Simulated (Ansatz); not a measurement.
Defect migration in amorphous Si20P2O45 (a melt-quenched model of 67 atoms): interstitial Cu, charge state +1. Computed with PBE, PAW (plane waves to 420 eV; Ansatz, a quantum-chemistry and plane-wave program).

Cell of 67 host sites held at the glass model's own volume; the Γ point alone; Fermi-Dirac width 0.01 eV, spin-restricted; finite-size errors left in. Energies are static. This is one neighbourhood of one small, fast-quenched model, and the added charge may sit on a native defect of the glass. The charge state is imposed; whether it is stable for some Fermi level was not computed. Sites that were not tried may lie lower.

Barriers: single points on a 2×2×2 k-point mesh shifted by half a step at the bands' geometries.

The step: a concerted move, in which Cu travels most. Atoms about the jump, Cartesian Å from the middle of the jump, before and after:

```tsv
atom	x0	y0	z0	x1	y1	z1
Cu1	0.62	0.40	-0.41	-0.62	-0.40	0.41
O2	-0.79	1.49	-0.79	-0.57	1.16	-0.59
O3	1.90	-0.98	-0.37	1.90	-1.05	-0.43
O4	-1.09	-2.36	1.05	-1.03	-2.20	1.10
Si5	-1.32	0.80	-2.11	-1.14	0.75	-2.00
O6	-1.73	-0.79	-1.94	-1.74	-0.79	-2.00
Si7	2.58	-1.30	1.19	2.58	-1.29	1.08
O8	-3.18	-0.78	1.08	-3.19	-0.77	1.17
Si9	0.18	-3.00	1.89	0.25	-2.98	1.90
O10	0.45	-2.18	-2.42	0.43	-2.25	-2.39
Si11	1.91	-2.11	-1.69	1.91	-2.14	-1.69
Si12	-2.60	-2.17	1.67	-2.60	-2.16	1.74
O13	1.72	-2.65	1.48	1.77	-2.67	1.48
O14	0.03	2.69	1.80	0.02	2.75	1.89
```

Task: Predict the transition state.

Result: 
| atom | x | y | z |
|---|---|---|---|
| Cu1 | -0.17 | -0.27 | 0.18 |
| O2 | -0.85 | 1.30 | -0.62 |
| O3 | 1.80 | -1.05 | -0.33 |
| O4 | -0.99 | -2.21 | 1.07 |
| Si5 | -1.28 | 0.78 | -2.04 |
| O6 | -1.77 | -0.80 | -1.99 |
| Si7 | 2.58 | -1.31 | 1.16 |
| O8 | -3.17 | -0.77 | 1.08 |
| Si9 | 0.24 | -2.99 | 1.91 |
| O10 | 0.41 | -2.22 | -2.39 |
| Si11 | 1.87 | -2.14 | -1.65 |
| Si12 | -2.56 | -2.14 | 1.68 |
| O13 | 1.79 | -2.70 | 1.54 |
| O14 | 0.04 | 2.72 | 1.90 |
It lies 0.57 eV above the start and 0.20 eV above the end. The saddle point's order was not checked.
